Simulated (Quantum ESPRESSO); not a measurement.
# Equation of state of hcp Zr (space group 194): energy against volume (Quantum ESPRESSO, LDA)

```yaml
crystal:
  lattice:
    - [3.10438, 0.00000, 0.00000]
    - [-1.55219, 2.68847, 0.00000]
    - [0.00000, 0.00000, 4.94970]
  atoms:
    - { symbol: Zr, position: [0.66667, 0.33333, 0.75000] }
    - { symbol: Zr, position: [0.33333, 0.66667, 0.25000] }
```

Method of the run: LDA (PZ), GBRV 1.5 ultrasoft (LDA) pseudopotentials (plane waves; Quantum ESPRESSO 7.5). Settings: ecutwfc = 52 Ry; ecutrho = 416 Ry; occupations = smearing; smearing = fd; degauss = 0.0036749 Ry; potentials = {Zr: zr_lda_v1.uspp.F.UPF}; K_POINTS = automatic 21 21 12 0 0 0; conv_thr = 1e-10 Ry; mixing_beta = 0.7. The cell above is the first row's. The rows scale it uniformly. In all rows fractional positions and the k mesh are held. E is the free energy at the stated smearing, counted from the lowest row.

| V (Å^3/atom) | E (meV/atom) |
|---|---|
| 20.655 | 21.66 |
| 21.104 | 7.72 |
| 21.553 | 0.66 |
| 22.002 | 0.00 |
| 22.451 | 5.16 |
| 22.900 | 15.65 |
| 23.349 | 31.08 |
| 23.798 | 50.95 |
| 24.247 | ? |

**Question.** Fit E against V with the third-order Birch-Murnaghan form, a cubic in V^(-2/3), and predict the withheld value at V = 24.247.

**Answer.** With u = V^(-2/3) - 0.127, the rows have u = 0.005836, 0.003945, 0.002120, 0.000358, -0.001346, -0.002994, -0.004589, -0.006133. Least squares gives E = 0.607 - 2047.0·u + 986500·u² - 2988448·u³. Residuals (row less fit): -0.006, 0.019, -0.013, 0.000, 0.003, -0.009, 0.016, -0.007; standard error 0.015 (degrees of freedom: 4). Its minimum lies at u = 0.001042, so V0 = (0.128042)^(-3/2) = 21.83. There d²E/du² = 1954000 and d³E/du³ = -1.793e7, so B0 = (4/9) × 21.83^(-7/3) × 1954000 × 0.160218 = 105 GPa (the last factor turns the table's units into GPa), and B0' = 4 + (2/3) × 0.128042 × (-1.793e7)/1954000 = 3.2. The program's pressures in the fitted runs (not shown) pass through zero at V = 21.82, 0.03 % from this V0. At the withheld row, u = -0.007630, so E = 0.607 - 2047.0 × (-0.007630) + 986500 × (-0.007630)² - 2988448 × (-0.007630)³ = 74.984 meV/atom. The calculation gives 74.96 meV/atom, 0.024 meV/atom below the prediction (under 0.05 % of the range of E in the table). The row lies outside the fitted rows, so this is an extrapolation. From the scatter of the fitted rows alone, a prediction at this place has a standard error of 0.037 meV/atom, so the miss is 0.6 times that.

Carrying the step between the two nearest rows on in a straight line would have given 70.82, off by 4.14; series whose last step already gives the withheld value aren't shown. The scan was laid around a cell of about the measured size, scaled by a guess for this functional; axis ratios and inner coordinates come from that cell. The runs keep the symmetry of the cell, so they don't test it for distortions. The shape of the cell and the inner coordinates aren't relaxed, so V0 and B0 belong to this uniform scaling; a relaxed crystal lies no higher in energy and is usually softer. Cutoffs and mesh are single choices, not tested for convergence of this quantity. Series with a scatter that would blur these digits, or in which a gap closes, are not shown. Nor are scans whose minimum lies at an end fitted in this form.
